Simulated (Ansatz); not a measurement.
An Ansatz (a first-principles code) run: MgO with a change (biaxial strain +1.67 %, plane normal [111], relaxed out of plane); PBEsol (Ansatz; PAW; 420 eV plane waves; no spin-orbit coupling).

Input:

Ansatz 0.2 input:
```yaml
crystal:
  lattice:
    - [3.0295759106, 0, 0]
    - [1.5147879553, 2.6236897013, 0]
    - [1.5147879553, -0.8745632338, 2.4126915435]
  atoms:
    - { symbol: Mg, position: [0, 0, 0] }
    - { symbol: O, position: [0, 0.5, 0.5] }
basis: { ecutwfc: 420, ecutrho_ratio: 4, xc_grid: 2, fft_grid_basis: typed }
kpoints: { mp_grid: { grid: [13, 13, 13] } }
hamiltonian:
  xc: pbesol
  dispersion: none
  pseudopotentials: { kind: paw }
scf: { occupations: { method: fermi_dirac, width: 0.05 } }
relax: { f_tol: 0.005, max_steps: 50, cell: { stress_tol: 0.01, fix: [a, b, gamma] } }
output: { forces: true, stress: true }
checkpoint: { write: state.ck, write_every: 1000 }
```

Output (explanatory and most iteration lines left out):

```
Relaxation: its limit of steps is 50 (relax.max_steps)
Pseudopotential: Mg, paw, valence charge 10
Pseudopotential: O, paw, valence charge 6
Crystal: 2 atoms, lattice volume = 19.178 Å³
Basis set: ecut = 420 eV, 351 PW (Γ), exchange–correlation on 48×48×40 points (8 copies of the dense FFT grid, shifted against one another)
Bands: 12, of which v1, the nominal top of the filled ones, is band 8 counted from 1 (7 counted from 0)
Symmetry: 12 space group operations
Space group: R-3m (ITA 166), of the structure as read, at distance tolerance 2.7e-5 Å
k-points: 231 of 2197
Functional: x = pbesol(κ = 0.804, μ = 0.12345679012345678), c = pbesol(β = 0.046)
SCF iter   1: F=—  HF=-2475.868177 eV  |F-HF|=—  |Δ(HF+E_count)|=         —  Δρ=1.42e-2  dr2=3.09e-2  ethr=1.77e-3  ⟨swp⟩=5.5  Hψ=15845  notcnv=0
SCF iter   2: F=—  HF=-2475.859885 eV  |F-HF|=—  |Δ(HF+E_count)|=   8.29e-3  Δρ=4.04e-3  dr2=3.09e-3  ethr=1.93e-4  ⟨swp⟩=2.0  Hψ=5485  notcnv=0
SCF 1 converged in 6 iterations: F = -2475.859096 eV  dr2 = 2.35e-9
relax step   1: F+E_penalty+E_count = -2475.85909561 eV  Δ(F+E_penalty+E_count) = +0.000e0 eV  max|allowed force component| = 8.283e-30 eV/Å  Δτ_max = 0.0000 Å  P = -3.688 GPa  Ω = 19.178 Å³  fix = [a, b, gamma]  reactions: a -5.936, b -5.936 GPa  (6 SCF iters, dr2 threshold 1.00e-7 eV, accepted)
[... steps on the carried basis left out ...]
relax step   5: F+E_penalty+E_count = -2475.85918971 eV  Δ(F+E_penalty+E_count) = +7.713e-6 eV  max|allowed force component| = 6.015e-30 eV/Å  Δτ_max = 0.0000 Å  P = -4.045 GPa  Ω = 19.226 Å³  energy of the carried Pulay correction = -7.915e-6 eV  fix = [a, b, gamma]  reactions: a -6.068, b -6.068 GPa  (6 SCF iters, dr2 threshold 2.79e-9 eV, accepted)
Crystal: 2 atoms, lattice volume = 19.226 Å³
SCF iter   1: F=—  HF=-2475.859202 eV  |F-HF|=—  |Δ(HF+E_count)|=         —  Δρ=1.18e-6  dr2=7.12e-11  ethr=7.50e-8  ⟨swp⟩=3.1  Hψ=23276  notcnv=0
SCF iter   2: F=—  HF=-2475.859196 eV  |F-HF|=—  |Δ(HF+E_count)|=   5.65e-6  Δρ=4.85e-7  dr2=1.51e-11  ethr=4.45e-13 (applied; sched 1.00e-12)  ⟨swp⟩=4.0  Hψ=6789  notcnv=0
SCF 6 converged in 8 iterations: F = -2475.859196 eV  dr2 = 2.87e-18
SCF converged after 8 iterations
Free energy (F): -2475.859196 eV
Internal energy: -2475.859196 eV  (E = F + TS)
E sigma→0 (E₀):  -2475.859196 eV
Fermi energy:    9.938703 eV
--- Forces (eV/Å), atoms counted from 1 ---
  atom   1  Mg     0.00000000     0.00000000    -0.00000000
  atom   2  O      0.00000000     0.00000000    -0.00000000
--- Stress (GPa, compression-positive) ---
       -6.067916       0.000000      -0.000000
        0.000000      -6.067916      -0.000000
       -0.000000      -0.000000       0.001459
  P = ⅓ Tr σ = -4.0448 GPa (-40.448 kbar)
--- Relaxed structure (4 steps of the walk, 4 accepted, 2 SCFs on fresh bases) ---
  cell:  # Å, volume = 19.2260 Å³
    - [3.0295759106156037, 2.0821670477319886e-41, 1.2103798072350024e-46]
    - [1.5147879553078019, 2.623689701286487, 1.8124303781883156e-11]
    - [1.5147879553078019, -0.8745632337788708, 2.418774655559953]
  atoms:
    - { symbol: Mg, position: [1.6554932807526216e-37, -6.085062012890621e-49, 4.571140154935915e-60] }
    - { symbol: O, position: [-5.551115123125783e-17, 0.5, 0.5] }
```

Stability against distortions was not tested. The cell was made from MgO in the rock salt structure (space group Fm-3m, No. 225) by this change: biaxial strain +1.67 %, plane normal [111], relaxed out of plane.
